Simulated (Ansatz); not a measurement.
## What each level gives and costs: GaN (P6_3mc, 12 atoms in the cell)

Cell: a = 3.1375 Å, b = 3.1375 Å, c = 15.3954 Å, α = 90.00°, β = 90.00°, γ = 120.00°.

Program: Ansatz (a program for electronic structure), PAW files; each row names its functional.

Base settings: kpoints.mp_grid.grid = 12 12 3; hamiltonian.xc = pbe; hamiltonian.pseudopotentials = {kind: paw} (the program's default PAW files); scf.occupations.method = gaussian; scf.occupations.width = 0.2 eV.

Differences are taken from r2SCAN, a reference of convenience: it is no measurement, and no ranking of the functionals follows.

Core times come from one kind of shared machine and are given to one figure; runs under 30 s give none.

The starting cell was generated: these elements placed on a structure prototype, without a prior relaxation; it need not be a known phase or ordering of this composition. Its lattice was rescaled by a random factor within 2.5 % of one. In the base run, with a pressure of about 15 GPa the cell is away from its equilibrium volume at this level. Ansatz's pressure includes its estimate of the finite-basis (Pulay) stress.

| level | gap on the mesh less reference (eV) | pressure less reference (GPa) | core time / reference (rough) |
|---|---|---|---|
| LDA (PW92) | -0.406 | -6.21 | 0.5 |
| PBEsol | -0.481 | -0.32 | 0.5 |
| RPBE | -0.391 | 10.77 | 0.5 |
| revPBE | -0.403 | 9.56 | 0.5 |
| BLYP | -0.306 | 12.12 | 0.6 |
| PBE | -0.427 | 6.32 | 0.5 |
| r2SCAN | 0.000 | 0.00 | 1 |

Keys are those of Ansatz 0.2.
